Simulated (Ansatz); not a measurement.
# PBE against r2SCAN: TaAs, Ta → Nb

The reference is TaAs (space group I4_1md, No. 109; a = 3.4631 Å, c = 11.7330 Å).

(Cell as relaxed with PBE.)

Levels (all Ansatz, a first-principles code, PAW): PBE (420 eV, no spin-orbit coupling); r2SCAN (500 eV, without spin-orbit coupling).

Each level relaxes its own structure.

```tsv
base	PBE	r2SCAN
volume per atom	17.59 Å³	17.34 Å³
lattice parameter a	3.463 Å	3.442 Å
band gap	zero	zero
```

Perturbation: full substitution Ta → Nb; the structure is relaxed again.

```csv
quantity,PBE,r2SCAN
c/a ratio,3.382,3.402
band gap,zero,zero
shortest interatomic distance,2.631 Å,2.624 Å
```

PBE's c/a ratio lies 0.020 below r2SCAN's; PBE's shortest interatomic distance lies 0.007 Å above r2SCAN's (0.3 %); the two agree on the band gap. Neither level is exact; r2SCAN is the comparison here, not a measurement.

With Ta present, leaving out spin-orbit coupling can change the band edges. Whether these cells are dynamically stable was not tested. The final runs are not spin-polarised. The zero or small gap of NbAs and TaAs can change with the level of theory.
